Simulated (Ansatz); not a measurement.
## BaZrO3: energy against strain

BaZrO3 (cubic perovskite, Pm-3m, 14.614 Å³/atom at rest, cube axes along x, y and z) under a strain ε along a cube axis (axis z), the other axes held. PBEsol in Ansatz, a plane-wave DFT program (PAW, default set), 420 eV, 8×8×8 Γ-centred mesh, Fermi-Dirac smearing 0.05 eV; ions are relaxed within the symmetry of each cell.

Here s stands for strain and y for E less E0.

| strain (%) | E less E0 (meV/atom) |
|---|---|
| -3.00 | ? |
| -1.20 | 2.17 |
| -0.60 | 0.52 |
| 0.00 | 0.00 |
| 0.60 | 0.50 |
| 1.20 | 2.00 |

Problem. Using a parabola, estimate the missing y at s = -3.00 from the other rows, showing the fit.

Solution. Least squares gives y = -0.008 - 0.0600·s + 1.4524·s². Residuals (row less fit): 0.015, -0.031, 0.008, 0.021, -0.011; standard error 0.030 (degrees of freedom: 2). Twice the quadratic coefficient over the volume, 2 × 1.4524 meV × 10⁴ × 0.1602 / 14.614 Å³, is the elastic constant C11 = 318 ± 5 GPa. At the withheld row, y = -0.008 - 0.0600 × (-3.0) + 1.4524 × (-3.0)² = 13.244 meV/atom. The calculation gives 14.76 meV/atom, 1.516 meV/atom above the prediction (10.3 % of the range of y in the table). The row lies outside the fitted rows, so this is an extrapolation. From the scatter of the fitted rows alone, a prediction at this place has a standard error of 0.194 meV/atom, so the miss is 7.8 times that.

One order more, fitted to all 11 runs of the series, follows each within 0.04, so the miss is the next term of a smooth law. The primitive cell can neither tilt nor turn polar against its symmetry, as such crystals can under strain. Rows are the converged runs of the series near zero and its far end; series whose fitted rows scatter by over a few per cent of the range, as at a crossing or softening among them, aren't shown in this form. Most that stay on the fit to the last digits aren't either.
